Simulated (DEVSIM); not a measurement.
Device: abrupt CdTe n-p junction, at 300 K.

Layer 1 from the left is CdTe, thickness (μm) 0.220, Nd (cm⁻³) 4.7e16, τn (s) 4.7e-8, τp (s) 4.7e-8. Layer 2 from the left is CdTe, thickness (μm) 0.520, Na (cm⁻³) 7.5e17, τn (s) 4.7e-8, τp (s) 4.7e-8.

Left contact: ohmic. Right contact: ohmic. Voltage is applied to the left contact. Recombination: SRH at mid-gap, radiative. Mobility is constant in doping.

Constants are typed, rounded textbook-type inputs, not results; the design itself was drawn at random and stands for no fabricated device. Values at 300 K.

CdTe: gap (eV) 1.5, affinity (eV) 4.28, permittivity 10.2, Nc (cm⁻³) 8e17, Nv (cm⁻³) 1.8e19, μn (cm²/Vs) 1000, μp (cm²/Vs) 80, B (cm³/s) 1e-10.

DEVSIM, 1D drift-diffusion, Boltzmann statistics, complete ionisation; no tunnelling, impact ionisation, image-force lowering or self-heating.

Question: What does the simulation give for the dark forward voltage at 100 A/cm², the largest field in the device at zero bias, the dark forward voltage at 1 A/cm²?

Answer: dark forward voltage at 100 A/cm² 1.213 V; largest field in the device at zero bias 140000 V/cm; dark forward voltage at 1 A/cm² 1.088 V.
